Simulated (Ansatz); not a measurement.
# Response to strain in WSe2

Take WSe$_{2}$ (space group P6_3/mmc, No. 194; layered, stacked along the Cartesian z axis) as the base.

```yaml
crystal:
  lattice:
    - [3.23049, 0.00000, 0.00000]
    - [-1.61525, 2.79769, 0.00000]
    - [0.00000, 0.00000, 12.41108]
  atoms:
    - { symbol: W, position: [0.66667, 0.33333, 0.75000] }
    - { symbol: W, position: [0.33333, 0.66667, 0.25000] }
    - { symbol: Se, position: [0.66667, 0.33333, 0.38545] }
    - { symbol: Se, position: [0.33333, 0.66667, 0.88545] }
    - { symbol: Se, position: [0.33333, 0.66667, 0.61455] }
    - { symbol: Se, position: [0.66667, 0.33333, 0.11455] }
```

Cartesian axes are those of the cell as printed.

Strains are applied to the cell and any free atomic positions relax.

All numbers come from Kohn–Sham DFT with the PBEsol-D3(BJ) functional, run in Ansatz (a quantum-chemistry and plane-wave program) with PAW and 420 eV plane waves, no SOC.

Notes on the quantities. energy relative to the base: free energy F.

| change | volume per atom | smallest direct gap | energy relative to the base |
|---|---|---|---|
| base | 18.70 Å³ | 1.65 eV | 0 meV/atom |
| uniaxial strain ε_xx = +0.60 % | 18.81 Å³ | 1.64 eV | +0.5 meV/atom |
| uniaxial strain ε_xx = +1.20 % | 18.92 Å³ | 1.60 eV | +1.8 meV/atom |
| uniaxial strain ε_xx = +1.80 % | 19.03 Å³ | 1.56 eV | +4.1 meV/atom |
| uniaxial strain ε_xx = +2.40 % | 19.14 Å³ | 1.52 eV | +7.1 meV/atom |
| uniaxial strain ε_xx = +3.00 % | 19.26 Å³ | ___ | ___ |

Task: What belongs in the blanks?

Result: 
- uniaxial strain ε_xx = +3.00 %, smallest direct gap: 1.48 eV
- uniaxial strain ε_xx = +3.00 %, energy relative to the base: +11 meV/atom

With W present, leaving out spin-orbit coupling can change the band edges. No phonon test of stability was made.
